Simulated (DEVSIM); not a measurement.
Structure: Schottky contact on n-type β-Ga2O3, at 400 K.

Layer 1 from the left is β-Ga2O3, thickness (μm) 7.70, Nd (cm⁻³) 5.6e15, τn (s) 9.3e-10, τp (s) 9.3e-10. Layer 2 from the left is β-Ga2O3, thickness (μm) 20.0, Nd (cm⁻³) 8.3e17, τn (s) 9.3e-10, τp (s) 9.3e-10.

Left contact: Schottky, work function 5.16 eV, emission velocity 2.6e6 cm/s. Right contact: ohmic. Voltage is applied to the left contact. Recombination: SRH at mid-gap, radiative, Auger. Mobility is μmin + (μ − μmin)/(1 + (N/Nref)^α).

This is a model device: material constants are rounded textbook-type values typed into the input, and sizes, dopings and lifetimes were drawn at random. Values at 300 K; Nc and Nv go as T^1.5, mobilities as T to minus their exponent, the gap by Varshni's rule with the affinity fixed.

β-Ga2O3: gap (eV) 4.8, affinity (eV) 4, permittivity 10, Nc (cm⁻³) 3.7e18, Nv (cm⁻³) 5e20, μn (cm²/Vs) 160, μp (cm²/Vs) 1, μn,min 20, μp,min 0.1, Nref,n 1e18, Nref,p 1e18, αn 0.8, αp 0.8, T exponent of μn 1.8, T exponent of μp 1.5, B (cm³/s) 1e-12, Cn (cm⁶/s) 1e-31, Cp (cm⁶/s) 1e-31, Varshni α (eV/K) 0.0004, Varshni β (K) 600.

Model (solved in DEVSIM): 1D drift-diffusion, Boltzmann statistics, complete ionisation; no tunnelling, impact ionisation, image-force lowering or self-heating. Metal contacts follow the ideal Schottky-Mott rule: no Fermi-level pinning, no interface dipoles.

Dark forward current:

| |V| (V) | |J| (A/cm²) |
|---|---|
| 0.05 | 1.115e-8 |
| 0.10 | 5.793e-8 |
| 0.15 | 2.544e-7 |
| 0.20 | 1.079e-6 |
| 0.25 | 4.532e-6 |
| 0.30 | 1.897e-5 |
| 0.35 | 7.917e-5 |
| 0.40 | 0.0003294 |
| 0.45 | 0.001365 |
| 0.50 | 0.005621 |
| 0.55 | 0.02292 |
| 0.60 | 0.09134 |
| 0.65 | 0.3427 |
| 0.70 | 1.109 |
| 0.75 | 2.799 |
| 0.80 | 5.471 |
| 0.85 | 8.878 |
| 0.90 | 12.77 |
| 0.95 | 16.98 |
| 1.00 | 21.41 |
| 1.05 | 26.00 |
| 1.10 | 30.70 |
| 1.15 | 35.49 |
| 1.20 | 40.36 |
| 1.25 | 45.28 |
| 1.30 | 50.25 |

### Question
Work out the local ideality factor n = ΔV / (kT/q · ln(J2/J1)) between the rows 0.15 and 0.20 V, 1.25 and 1.30 V.

### Answer
kT/q = 34.47 mV. From 0.15 to 0.20 V: ln(1.079e-6/2.544e-7) = 1.445, n = 1.00, near the 1 of diffusion or emission over a barrier. From 1.25 to 1.30 V: ln(50.25/45.28) = 0.104, n = 13.93; the layers' resistance at their doping, Σ W/(qμN) = 0.0094 Ω cm², would take 47 mV of this step of 50 mV.

### Question
Estimate the current at 0.35 V for emission alone, J0 = q v N_band exp(−φB/kT), and read the barrier back from the simulated current.

### Answer
φB = 1.160 eV, N_band = 5.70e18 cm⁻³, J0 = 5.76e-9 A/cm²; J = J0 (exp(qV/kT) − 1) = 0.000148 A/cm². The simulation gives 7.92e-5 A/cm²; the estimate lies 87 % above. Read backwards, the simulated current gives an apparent barrier of 1.182 eV. The estimate leaves out transport through the depletion region and minority injection.
